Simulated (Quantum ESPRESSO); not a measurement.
Checking a run of Quantum ESPRESSO on Sn3Pt2 (P6_3/mmc, 10 atoms in the cell). The aim is a self-consistent single point with DFT, LDA (PZ), plane waves, GBRV 1.5 ultrasoft (LDA) pseudopotentials.

Cell that was meant: a = 4.3340 Å, b = 4.3340 Å, c = 12.9600 Å, α = 90.00°, β = 90.00°, γ = 120.00°.

Part of the input:

```fortran
 C = 12.9600000000
 nat = 10
 ntyp = 2
 ecutwfc = 6
 ecutrho = 48
 occupations = 'smearing'
 smearing = 'gauss'
 degauss = 0.0073499
```

Output, abridged:

```
     G-vector sticks info
     --------------------
     sticks:   dense  smooth     PW     G-vecs:    dense   smooth      PW
   [... lines left out ...]
        k(    2) = (   0.0000000   0.2886751   0.0000000), wk =   0.7500000
        k(    3) = (   0.0000000  -0.5773503   0.0000000), wk =   0.3750000
        k(    4) = (   0.2500000   0.4330127   0.0000000), wk =   0.7500000

     Dense  grid:     7933 G-vectors     FFT dimensions: (  20,  20,  60)

     Smooth grid:     2811 G-vectors     FFT dimensions: (  15,  15,  40)

     Initial potential from superposition of free atoms

     starting charge     139.9998, renormalised to     148.0000

     negative rho (up, down):  8.627E-01 0.000E+00
     Self-consistent Calculation

     iteration #  1     ecut=     6.00 Ry     beta= 0.30

     negative rho (up, down):  5.638E-01 0.000E+00

     total energy              =   -1546.21460261 Ry
     estimated scf accuracy    <     252.37641578 Ry

     iteration #  2     ecut=     6.00 Ry     beta= 0.30

     negative rho (up, down):  3.771E-01 0.000E+00

     total energy              =   -1519.36937772 Ry
     estimated scf accuracy    <      67.38220214 Ry

     iteration #  3     ecut=     6.00 Ry     beta= 0.30

     negative rho (up, down):  1.921E-01 0.000E+00

     total energy              =   -1522.90607538 Ry
     estimated scf accuracy    <      36.49821390 Ry

   [... 25 blocks of this kind left out ...]

     iteration # 29     ecut=     6.00 Ry     beta= 0.30

     negative rho (up, down):  5.179E-04 0.000E+00

     total energy              =   -1524.45825820 Ry
     estimated scf accuracy    <          7.6E-09 Ry

     iteration # 30     ecut=     6.00 Ry     beta= 0.30

     negative rho (up, down):  5.180E-04 0.000E+00
     End of self-consistent calculation

   [... 9 lines left out ...]

   [... 9 lines left out ...]

     the Fermi energy is    16.8403 ev

!    total energy              =   -1524.45825821 Ry
     estimated scf accuracy    <          3.6E-10 Ry
     smearing contrib. (-TS)   =      -0.00559075 Ry
     internal energy E=F+TS    =   -1524.45266746 Ry

     convergence has been achieved in  30 iterations

     negative rho (up, down):  5.180E-04 0.000E+00

     Forces acting on atoms (cartesian axes, Ry/au):

     atom    1 type  1   force =    -0.00000000   -0.00000000    0.00000000
     atom    2 type  1   force =    -0.00000000   -0.00000000   -0.00000000
     atom    3 type  2   force =     0.00000000    0.00000000   -0.39773271
   [... lines left out ...]
     Total force =     1.151259     Total SCF correction =     0.000056
   [... lines left out ...]

     negative rho (up, down):  5.180E-04 0.000E+00
          total   stress  (Ry/bohr**3)                   (kbar)     P=   -35372.16
  -0.24071271  -0.00000000   0.00000000       -35410.06       -0.00        0.00
  -0.00000000  -0.24071271   0.00000000           -0.00   -35410.06        0.00
   0.00000000   0.00000000  -0.23993968            0.00        0.00   -35296.35

   JOB DONE.
```

**Question.** Is anything amiss in this input, and did it matter?

**Answer.** The run is not sound. The fault is a basis or grid far too coarse for these potentials. The error of an incomplete plane-wave basis or grid does not cancel at such settings. To fix it, restore the cutoff that the potentials need and check convergence. The run converged in 30 iterations without an error; against the sound input the free energy goes up by 371 eV/atom, the pressure goes from -1.61 to -3537 GPa and the largest force goes from 0.411 to 10.70 eV/Å.

An input that runs soundly differs in these lines (not the only fix; some lines may just follow from the change or write a value another way):
```diff
- ecutwfc = 6
- ecutrho = 48
+ ecutwfc = 40
+ ecutrho = 320
```

With that input, the run converged in 13 iterations: free energy E − TS -24448.5799 eV; Fermi level (on the code's own zero) 14.97 eV; pressure -1.61 GPa; largest force (vector length) 0.411 eV/Å (DFT, LDA (PZ), plane waves, GBRV 1.5 ultrasoft (LDA) pseudopotentials).

On the sound input: the starting cell comes from a database of published, mostly measured structures (it also holds non-ambient and calculated ones), without a prior relaxation at this level. Spin polarisation is off. Without a gap this mesh is coarse (it stands for a supercell whose shortest vector is 13 Å).
